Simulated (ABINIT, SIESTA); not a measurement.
An ABINIT input for a self-consistent single point of Si2Ni (Fm-3m, 3 atoms in the cell) (DFT, PBE, plane waves, norm-conserving pseudopotentials (PseudoDojo nc-sr-05 PBE standard)):

```
# Si2Ni, PseudoDojo nc-sr-05 PBE standard
pp_dirpath "./"
pseudos "Si.upf, Ni.upf"
acell 7.1750804443 7.1750804443 7.1750804443
rprim
        -0.0000000000    0.7071067812    0.7071067812
         0.7071067812    0.0000000000    0.7071067812
         0.7071067812    0.7071067812    0.0000000000
natom 3
ntypat 2
znucl 14 28
typat 1 1 2
xred
         0.2500000000    0.2500000000    0.2500000000
         0.7500000000    0.7500000000    0.7500000000
         0.0000000000    0.0000000000    0.0000000000
ecut 98 Ry
occopt 7
tsmear 0.272 eV
nband 18
kptopt 1
ngkpt 9 9 9
nshiftk 1
shiftk 0 0 0
nstep 80
tolvrs 1.0e-10
prtwf 0
prtden 0
enunit 2
```

Problem. Translate this input to SIESTA.

Solution. One input that does it (others would too):

```
# files in the folder: Si.psml Ni.psml (PseudoDojo PBE standard)
SystemName  Si2Ni
SystemLabel siesta

NumberOfAtoms                3
NumberOfSpecies              2
%block ChemicalSpeciesLabel
  1 14 Si
  2 28 Ni
%endblock ChemicalSpeciesLabel
LatticeConstant              3.796889 Ang
%block LatticeVectors
     0.000000000    0.707106792    0.707106792
     0.707106792    0.000000000    0.707106792
     0.707106792    0.707106792    0.000000000
%endblock LatticeVectors
AtomicCoordinatesFormat      Ang
%block AtomicCoordinatesAndAtomicSpecies
     1.342403000    1.342403000    1.342403000  1
     4.027209000    4.027209000    4.027209000  1
     0.000000000    0.000000000    0.000000000  2
%endblock AtomicCoordinatesAndAtomicSpecies

XC.functional                GGA
XC.authors                   PBE
PAO.BasisSize                DZP
PAO.EnergyShift              0.01 Ry
MeshCutoff                   350 Ry
%block kgrid.MonkhorstPack
    9   0   0  0.0
    0   9   0  0.0
    0   0   9  0.0
%endblock kgrid.MonkhorstPack
OccupationFunction           MP
OccupationMPOrder            0
ElectronicTemperature        0.272 eV

MaxSCFIterations             150
SCF.Mixer.Method             Pulay
SCF.Mixer.Weight             0.1
SCF.Mixer.History            8
SCF.DM.Tolerance             1.0E-04
Diag.ParallelOverK           true
WriteForces                  true
```

Basis settings and potentials, where a program has them, do not carry over. This input uses DFT, GGA PBE, numerical atomic orbitals DZP, PseudoDojo PBE standard norm-conserving potentials (rewritten from UPF to PSML). Both were run: pressure 7.05 GPa in ABINIT and 5.68 in SIESTA.

On SIESTA: the starting cell comes from a database of computed structures (which also holds hypothetical and non-ambient phases and stackings), without a prior relaxation at this level. Its lattice was rescaled by a random factor within 2.5 % of one. Spin polarisation is off. Values carry the incompleteness of an atom-centred basis. With a pressure of about 6 GPa the cell is away from its equilibrium volume at this level.

On ABINIT: the starting cell comes from a database of computed structures (which also holds hypothetical and non-ambient phases and stackings), without a prior relaxation at this level. Its lattice was rescaled by a random factor within 2.5 % of one. Spin polarisation is off. With a pressure of about 7 GPa the cell is away from its equilibrium volume at this level.
